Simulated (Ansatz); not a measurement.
What Na → Cs does to hypothetical zinc blende NaI

The reference is NaI in the zinc blende structure (space group F-43m, No. 216; a = 7.0879 Å; a hypothetical phase, not in the database extracts checked).

The change: every Na is replaced by Cs, then cell and atoms are relaxed.

Method: r2SCAN (Ansatz, a quantum-chemistry and plane-wave program; PAW; 500 eV plane waves; no spin-orbit coupling). Settings: 7×7×7 k-points, 0.05 eV Fermi–Dirac smearing, for the changed cell.

The volume per atom grows by 38.48 Å³, from 44.51 Å³ to 82.99 Å³ and the density decreases by 0.20 g/cm³ (2.80 g/cm³ → 2.60 g/cm³). The lattice parameter a increases by 1.636 Å, from 7.088 Å to 8.724 Å and the space group remains F-43m (No. 216). The shortest interatomic distance goes up by 0.7084 Å (3.069 Å → 3.778 Å) and the band gap drops by 0.13 eV to 4.29 eV. The gap character becomes indirect, W → Γ (base: direct at Γ) and the smallest direct gap is still 4.42 eV. The width of the top valence band decreases by 0.32 eV (0.45 eV → 0.13 eV) and the electron mass goes from 0.36 mₑ (at Γ) to 0.49 mₑ (at Γ).

Final structure:

```xyz
2
Lattice="0.0000 4.3619 4.3619 4.3619 0.0000 4.3619 4.3619 4.3619 0.0000" Properties=species:S:1:pos:R:3 pbc="T T T"
I      6.5429     6.5429     6.5429
Cs     0.0000     0.0000     0.0000
```

Spin-orbit coupling, missing from the scalar runs, can matter with I. Masses are band curvatures over ±0.01 Å⁻¹ around the edge. Stability against distortions was not tested. As relaxed here, CsI is a hypothetical phase, not in the database extracts checked.
